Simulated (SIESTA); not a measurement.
A self-consistent single point of a (001) slab of LaAs (cut from a parent of space group no. 225; 8 atoms in the cell) with SIESTA

Level of theory: SIESTA with GGA PBEsol, numerical atomic orbitals TZP, PseudoDojo PBEsol standard norm-conserving potentials (rewritten from UPF to PSML).

Input as run:

```
# files in the folder: As.psml La.psml (PseudoDojo PBEsol standard)
SystemName  LaAs
SystemLabel LaAs

NumberOfAtoms                8
NumberOfSpecies              2
%block ChemicalSpeciesLabel
  1 33 As
  2 57 La
%endblock ChemicalSpeciesLabel
LatticeConstant              1.0 Bohr
%block LatticeVectors
     8.050707612    0.000000000    0.000000000
    -8.050707612    8.050707612    0.000000000
     0.000000000    0.000000000   47.671365055
%endblock LatticeVectors
AtomicCoordinatesFormat      Bohr
%block AtomicCoordinatesAndAtomicSpecies
     0.000000000    0.000000000   20.929874471  1
     4.025353806    4.025353806   15.117829315  1
     0.000000000    0.000000000   32.553535741  1
     4.025353806    4.025353806   26.741490585  1
     4.025353806    4.025353806   20.929874471  2
     0.000000000    0.000000000   15.117829315  2
     4.025353806    4.025353806   32.553535741  2
     0.000000000    0.000000000   26.741490585  2
%endblock AtomicCoordinatesAndAtomicSpecies

XC.functional                GGA
XC.authors                   PBEsol
PAO.BasisSize                TZP
PAO.EnergyShift              0.01 Ry
MeshCutoff                   350 Ry
%block kgrid.MonkhorstPack
    5   0   0  0.0
    0   5   0  0.0
    0   0   1  0.0
%endblock kgrid.MonkhorstPack
OccupationFunction           FD
ElectronicTemperature        100.0 meV
Slab.DipoleCorrection        vacuum

MaxSCFIterations             150
SCF.Mixer.Method             Pulay
SCF.Mixer.Weight             0.2
SCF.Mixer.History            8
SCF.DM.Tolerance             1.0E-05
Diag.ParallelOverK           true
WriteForces                  true
Charge.Mulliken              end
```

Output (repeated stretches shortened):

```
reinit: Reading from file input.fdf

reinit: System Name: LaAs
reinit: System Label: LaAs

coor:   Atomic-coordinates input format  =     Cartesian coordinates
coor:                                            (in Bohr units)

siesta: Atomic coordinates (Bohr) and species
siesta:      0.00000   0.00000  20.92987  1        1
siesta:      4.02535   4.02535  15.11783  1        2
siesta:      0.00000   0.00000  32.55354  1        3
siesta:      4.02535   4.02535  26.74149  1        4
siesta:      4.02535   4.02535  20.92987  2        5
siesta:      0.00000   0.00000  15.11783  2        6
siesta:      4.02535   4.02535  32.55354  2        7
siesta:      0.00000   0.00000  26.74149  2        8

siesta: System type = slab

initatomlists: Number of atoms, orbitals, and projectors:      8   188   200

siesta: ******************** Simulation parameters ****************************
redata: Spin configuration                          = none
redata: Time-Reversal Symmetry                      = T
redata: Number of Atomic Species                    =        2
redata: Mesh Cutoff                                 =   350.0000 Ry
redata: Net charge of the system                    =     0.0000 |e|
redata: Min. number of SCF Iter                     =        0
redata: Max. number of SCF Iter                     =      150
redata: SCF convergence failure will abort job
redata: SCF mix quantity                            = Hamiltonian
redata: Mix DM or H after convergence               =   F
redata: Recompute H after scf cycle                 =   F
redata: Mix DM in first SCF step                    =   T
redata: No kicks to SCF
redata: DM Mixing Weight for Kicks                  =     0.5000
redata: Require Harris convergence for SCF          =   F
redata: Harris energy tolerance for SCF             =     0.000100 eV
redata: Require DM convergence for SCF              =   T
   [... lines left out ...]
superc: Number of atoms, orbitals, and projectors:    280   6580   7000

outcell: Unit cell vectors (Ang):
        4.260251    0.000000    0.000000
       -4.260251    4.260251    0.000000
        0.000000    0.000000   25.226600

outcell: Cell vector modules (Ang)   :    4.260251    6.024905   25.226600
outcell: Cell angles (23,13,12) (deg):     90.0000     90.0000    135.0000
outcell: Cell volume (Ang**3)        :    457.8562
new_DM -- step:     1
Initializing Density Matrix...

Attempting to read DM from file... Failed...
DM filled with atomic data:

InitMesh: MESH = 48 x 54 x 320 = 829440
InitMesh: Mesh cutoff (required, used) =   350.000   356.326 Ry

dipole: A dipole layer will be introduced in the vacuum
dipole: region to compensate the vacuum field
dipole: Dipole direction     0.000000    -0.000000     1.000000
dipole: Field tolerance [eV/Ang/e]     0.000100
dipole: Vacuum plane point automatically determined

Dipole moment in unit cell =      -0.0000       0.0000      -0.0000 D
Electric field for dipole correction =     0.000000    -0.000000     0.000000 eV/Ang/e

stepf: Fermi-Dirac step function
Dipole moment in unit cell =      -0.0000       0.0000      -0.0000 D
Electric field for dipole correction =     0.000000    -0.000000     0.000000 eV/Ang/e
        iscf     Eharris(eV)        E_KS(eV)     FreeEng(eV)     dDmax    Ef(eV) dHmax(eV)
   scf:    1   -15349.230601   -15352.556527   -15352.587790  1.777790 -4.997931  5.727444
Dipole moment in unit cell =      -0.0000       0.0000      -0.0000 D
Electric field for dipole correction =     0.000000    -0.000000     0.000000 eV/Ang/e
   scf:    2   -15352.400565   -15353.693169   -15353.732254  0.065527 -4.390310  4.268650
Dipole moment in unit cell =      -0.0000       0.0000      -0.0000 D
Electric field for dipole correction =     0.000000    -0.000000     0.000000 eV/Ang/e
   scf:    3   -15354.087136   -15354.421790   -15354.462309  0.039449 -4.443253  2.068377
Dipole moment in unit cell =      -0.0000       0.0000      -0.0000 D
Electric field for dipole correction =     0.000000    -0.000000     0.000000 eV/Ang/e
   scf:    4   -15354.772864   -15354.693879   -15354.741563  0.045780 -4.185356  0.660589
Dipole moment in unit cell =      -0.0000       0.0000      -0.0000 D
   [... lines left out ...]
Dipole moment in unit cell =      -0.0000       0.0000      -0.0000 D
Electric field for dipole correction =     0.000000    -0.000000     0.000000 eV/Ang/e
   scf:   14   -15354.730954   -15354.730955   -15354.778316  0.000046 -4.020810  0.000424
Dipole moment in unit cell =      -0.0000       0.0000      -0.0000 D
Electric field for dipole correction =     0.000000    -0.000000     0.000000 eV/Ang/e
   scf:   15   -15354.730957   -15354.730956   -15354.778316  0.000019 -4.020819  0.000086
Dipole moment in unit cell =      -0.0000       0.0000      -0.0000 D
Electric field for dipole correction =     0.000000    -0.000000     0.000000 eV/Ang/e
   scf:   16   -15354.730956   -15354.730956   -15354.778316  0.000012 -4.020818  0.000037
Dipole moment in unit cell =      -0.0000       0.0000      -0.0000 D
Electric field for dipole correction =     0.000000    -0.000000     0.000000 eV/Ang/e
   scf:   17   -15354.730956   -15354.730956   -15354.778316  0.000004 -4.020816  0.000017
SCF Convergence by DM+H criterion
max |DM_out - DM_in|         :     0.0000041692
max |H_out - H_in|      (eV) :     0.0000167385
SCF cycle converged after 17 iterations

Using DM_out to compute the final energy and forces
Dipole moment in unit cell =      -0.0000       0.0000      -0.0000 D
Electric field for dipole correction =     0.000000    -0.000000     0.000000 eV/Ang/e

siesta: E_KS(eV) =           -15354.7310

siesta: E_KS - E_eggbox =    -15354.7310

siesta: Atomic forces (eV/Ang):
     1   -0.000000   -0.000000   -0.280830
     2   -0.000000   -0.000000   -0.217674
     3    0.000000   -0.000000    0.217673
     4    0.000000   -0.000000    0.280830
     5    0.000000    0.000000    0.006348
     6   -0.000000    0.000000    0.528272
     7   -0.000000    0.000000   -0.528272
     8   -0.000000   -0.000000   -0.006348
   Tot   -0.000000   -0.000000   -0.000000
   Max    0.528272
   Res    0.183793    sqrt( Sum f_i^2 / 3N )
   Max    0.528272    constrained

Stress tensor Voigt[x,y,z,yz,xz,xy] (kbar):       -8.79       -8.53        6.83        0.00        0.00        0.40
(Free)E + p*V (eV/cell)   -15353.7798
Target enthalpy (eV/cell)   -15354.7783

siesta: Program's energy decomposition (eV):
siesta: Ebs     =     -2560.243671
siesta: Eions   =     17497.450251
siesta: Ena     =      1609.001464
siesta: Ekin    =      9175.820340
siesta: Enl     =     -5242.056184
siesta: Eso     =         0.000000
siesta: Edftu   =         0.000000
siesta: DEna    =        66.016786
siesta: DUscf   =         1.796994
siesta: DUext   =         0.000000
siesta: Ex      =     -3241.361171
siesta: Ec      =      -226.498933
siesta: Exc     =     -3467.860104
siesta: Eharris =    -15354.730956
siesta: Etot    =    -15354.730956
siesta: FreeEng =    -15354.778316

siesta: Atomic forces (eV/Ang):
siesta:      1   -0.000000   -0.000000   -0.280830
siesta:      2   -0.000000   -0.000000   -0.217674
siesta:      3    0.000000   -0.000000    0.217673
siesta:      4    0.000000   -0.000000    0.280830
siesta:      5    0.000000    0.000000    0.006348
siesta:      6   -0.000000    0.000000    0.528272
   [... lines left out ...]
siesta: Cell volume =        457.856195 Ang**3
siesta:           3.49397572          5.85207494  kBar
   [... lines left out ...]

             -0.015  -0.043  -0.015  -0.038   0.154   0.063   0.160   0.063

              0.077
   6 10.625   1.891   0.423  -0.279   0.412   1.922   1.932   1.922   0.293
              0.196   0.293   0.315   0.209   0.288   0.209   0.241  -0.028

             -0.011   0.040  -0.011  -0.029   0.223   0.033   0.028   0.033

              0.081
   7 10.625   1.891   0.423  -0.279   0.412   1.922   1.932   1.922   0.293
              0.196   0.293   0.315   0.209   0.288   0.209   0.241  -0.028

             -0.011   0.040  -0.011  -0.029   0.223   0.033   0.028   0.033

              0.081
   8 10.748   1.868   0.418  -0.371   0.551   1.903   1.904   1.903   0.320
              0.334   0.320   0.303   0.170   0.333   0.170   0.224  -0.007

             -0.015  -0.043  -0.015  -0.038   0.154   0.063   0.160   0.063

              0.077

mulliken: Qtot =      104.000

Mulliken Atomic Populations:
Atom #   charge [q] valence [e]  Species
     1    -0.337091   15.337091  As
     2    -0.289693   15.289693  As
     3    -0.289693   15.289693  As
     4    -0.337091   15.337091  As
     5     0.251656   10.748344  La
     6     0.375127   10.624873  La
     7     0.375127   10.624873  La
     8     0.251656   10.748344  La
 Total    -0.000000

siesta: Electric dipole (a.u.)  =   -0.000000    0.000000   -0.000000
siesta: Electric dipole (Debye) =   -0.000000    0.000000   -0.000001
```

The run converged in 17 iterations.

The starting cell comes from a database of published, mostly measured structures (it also holds non-ambient and calculated ones), without a prior relaxation at this level. The slab is cut from that crystal, and its faces are unrelaxed. Its lattice was rescaled in the plane by a random factor within 2.5 % of one. Spin polarisation is off, though cut faces can carry moments; the slab shows no gap. Values carry the incompleteness of an atom-centred basis.

Cost on one core of a shared machine: roughly 3 min.
